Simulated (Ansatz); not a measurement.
Defect migration in zinc-blende BN: interstitial Li, charge state +1. The step: a direct jump of one Li atom; the atom moves 1.57 Å along (0.25, 0.25, -0.25) of the unit cell; the moving atom starts with neighbours 6 B at 1.90; 4 N at 1.62 Å and ends with 4 B at 1.70; 6 N at 1.83 Å. A PBE band in Ansatz (plane-wave PAW, a 2×2×2 k-point mesh shifted by half a step, 64 host sites, 69 SCF runs with any check of the saddle's order, static, no finite-size correction) gives a forward barrier of 1.70 eV. The check of the saddle point's order was inconclusive, and it lies on a symmetry element of the cell, where a band can be held. The charge state is imposed; whether it is stable for some Fermi level was not computed. Sites that were not tried may lie lower.

Single points at the band's start and saddle point can refine it. Rough cost of one point, in units of the band's mean SCF on the same machine:

```csv
Level,Cost of one point
"PBE, a 3×3×3 k-point mesh shifted by half a step",about 4
"r2SCAN at 500 eV, a 2×2×2 k-point mesh shifted by half a step",about 2
```

Problem. Which of these move the barrier by more than 0.1 eV, and how far does each move it?

Solution. Not one does. PBE, a 3×3×3 k-point mesh shifted by half a step: 0.00 eV; r2SCAN at 500 eV, a 2×2×2 k-point mesh shifted by half a step: +0.06 eV. Each functional is compared with PBE at the same k-points.

Ansatz is a program for electronic structure.
